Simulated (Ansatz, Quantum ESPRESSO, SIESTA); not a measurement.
**CdTe (F-43m, 2 atoms in the cell) computed with different codes at matched settings**

Self-consistent single point.

```xyz
2
Lattice="0.0000 3.2400 3.2400 3.2400 0.0000 3.2400 3.2400 3.2400 0.0000" Properties=species:S:1:pos:R:3 pbc="T T T"
Cd     0.0000     0.0000     0.0000
Te     1.6200     1.6200     1.6200
```

Shared settings, as Ansatz (an electronic-structure program) writes them: kpoints.mp_grid.grid = 5 5 5; magnetization.spin_orbit = true; scf.occupations.method = fermi_dirac; scf.occupations.width = 0.05 eV. Potentials and cutoffs stand in the table.

```
code                                                                                                                                                                   model  pressure (GPa)  gap on the mesh (eV)       cutoff
----------------  ----------------------------------------------------------------------------------------------------------------------------------------------------------  --------------  --------------------  -----------
Ansatz                                                                                                                       PBE with spin-orbit coupling, default PAW files            2.63                     –       420 eV
Quantum ESPRESSO                                                              PBE, spin-orbit coupling, PseudoDojo fully relativistic norm-conserving (PBE) pseudopotentials            2.71                 0.495       105 Ry
SIESTA            GGA PBE with spin-orbit coupling, numerical atomic orbitals TZP, PseudoDojo PBE fully relativistic norm-conserving potentials (rewritten from UPF to PSML)               –                 0.606  grid 350 Ry
```

A dash marks a value that a program does not give, or that is left out as unsure.

No gap is tabulated for Ansatz: it is not read from that output, or partly filled or unconverged empty levels leave it unsure.

Gaps are read on the mesh.

The spread over the programs that give each value: pressure within 0.08 GPa; gap on the mesh within 0.111 eV.

SIESTA uses small atom-centred bases, whose incompleteness enters pressures, forces and empty levels differently from a plane-wave cutoff. Ansatz's pressure is given at a fixed set of plane waves, as the other plane-wave codes print theirs; with its correction for the finite basis it is 2.66 GPa.

The starting cell has typed, rounded lattice constants, without a prior relaxation at this level.

Left out of this page: ABINIT and Elk (with a known weakness of the program); FLEUR (failed or unconverged).

Keys are those of Ansatz 0.2.
